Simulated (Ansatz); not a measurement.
**How the band gap of CdBr2 (P6₃mc, No. 186) moves with the method**

No measured value is used here.

```json
[
 {"level (code)": "LDA (Ansatz)", "value (eV)": "2.67", "cell (Å³/atom)": "26.98"},
 {"level (code)": "PBEsol (Ansatz)", "value (eV)": "2.86", "cell (Å³/atom)": "29.84"},
 {"level (code)": "r²SCAN (Ansatz)", "value (eV)": "3.52", "cell (Å³/atom)": "30.52"},
 {"level (code)": "r²SCAN-D4 (Ansatz)", "value (eV)": "3.50", "cell (Å³/atom)": "29.28"},
 {"level (code)": "r²SCAN+rVV10 (Ansatz)", "value (eV)": "3.45", "cell (Å³/atom)": "28.76"},
 {"level (code)": "HSE06 (Ansatz)", "value (eV)": "4.09", "cell (Å³/atom)": "30.52"},
 {"level (code)": "PBE0 (Ansatz)", "value (eV)": "4.78", "cell (Å³/atom)": "30.52"}
]
```

Computed values are for a static lattice. Levels without +SOC have no spin–orbit coupling; where heavier elements are present it shifts gaps, mostly down, and can invert bands.  LDA, PBEsol, r²SCAN, r²SCAN-D4, r²SCAN+rVV10, HSE06, PBE0: the gap is read on the k mesh or supercell of the run alone and can be too large. Values are at the level's own relaxed cell; HSE06 at the r²SCAN cell; PBE0 at the r²SCAN cell. K meshes differ between the levels. Ansatz's density-functional and Hartree–Fock values are scalar-relativistic unless marked +SOC, with PAW data made under PBE.

Ansatz is a first-principles code.
